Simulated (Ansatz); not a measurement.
Where the default PAW files enter, the runs use the earlier of Ansatz's two default sets.

Given:

```xyz
2
Lattice="2.9656 0.0000 0.0000 0.0000 2.9656 0.0000 1.4828 -1.4828 2.0970" Properties=species:S:1:pos:R:3 pbc="T T T"
Mg     0.0000     0.0000     0.0000
O      1.4828     1.4828     0.0000
```

Space group of this cell: Fm-3m, rock salt. The cell is taken as given; by r2SCAN its mean pressure is 1.7 GPa.

These are r2SCAN (plane waves, PAW; Ansatz, an electronic-structure program) values and carry that method's errors.

The current runs along the normal of the first two printed vectors; no spin-orbit coupling. Scaled by the factor s: all lengths (ions clamped). Meshes 14×14×14 and 10×10 across the current in all rows.

```json
[
 {"s": "0.98", "mean pressure (GPa)": "13.5", "band gap (eV)": "6.42"},
 {"s": "1.00", "mean pressure (GPa)": "1.7", "band gap (eV)": "5.78"},
 {"s": "1.02", "mean pressure (GPa)": "-7.5", "band gap (eV)": "?"}
]
```

Take the slope of the band gap against ln s from the two given rows, extrapolate to s = 1.02, and say what the run there gives.

Slope = (6.42 − 5.78) / ln 0.98 = -31.7 eV. The line gives 5.78 + (-31.7) × ln 1.02 = 5.15 eV. The run gives 5.19 eV, 0.04 eV over the line, 6 % of the predicted step.
